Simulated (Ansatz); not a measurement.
TiC: response to strain

The parent structure is TiC in the rock salt structure (space group Fm-3m, No. 225; a = 4.329 Å; relaxed with 0.1 eV smearing). Axes: x, y, z lie along the cube axes.

Strains are applied to the cell and any free atomic positions relax; under biaxial strain the out-of-plane vector relaxes too; under stress the whole cell relaxes.

Calculations: DFT with r2SCAN, PAW potentials and a 500 eV plane-wave cutoff in Ansatz (an electronic-structure program), spin-orbit coupling left out, earlier PAW set.

Notes on the quantities. energy relative to the base: free energy F; pressure: mean of the normal stresses, compression positive.

```csv
change,energy relative to the base,volume per atom,pressure
base,0 meV/atom,10.14 Å³,0.0 GPa
"biaxial strain −1.24 %, plane normal [001], relaxed out of plane",+6.0 meV/atom,9.95 Å³,5.3 GPa
"biaxial strain −0.84 %, plane normal [001], relaxed out of plane",+2.7 meV/atom,?,3.5 GPa
"biaxial strain +0.84 %, plane normal [001], relaxed out of plane",+2.6 meV/atom,10.27 Å³,-3.2 GPa
"biaxial strain −2.13 %, plane normal [111], relaxed out of plane",?,9.82 Å³,8.8 GPa
isotropic strain +5.97 %,+0.224 eV/atom,12.06 Å³,-32.2 GPa
uniaxial strain ε_yy = −3.76 %,+27 meV/atom,9.76 Å³,11.6 GPa
uniaxial strain ε_zz = −2.15 %,+8.4 meV/atom,9.92 Å³,?
uniaxial strain ε_zz = +4.70 %,+31 meV/atom,10.61 Å³,-10.1 GPa
"uniaxial stress, 3 GPa tension along x",?,10.18 Å³,–
```

Q: Some entries are withheld; estimate them.

A: 
- biaxial strain −0.84 %, plane normal [001], relaxed out of plane, volume per atom: 10.01 Å³
- biaxial strain −2.13 %, plane normal [111], relaxed out of plane, energy relative to the base: +17 meV/atom
- uniaxial strain ε_zz = −2.15 %, pressure: 6.2 GPa
- uniaxial stress, 3 GPa tension along x, energy relative to the base: +0.6 meV/atom

Stability under load was not tested beyond the relaxation. The final runs are not spin-polarised.
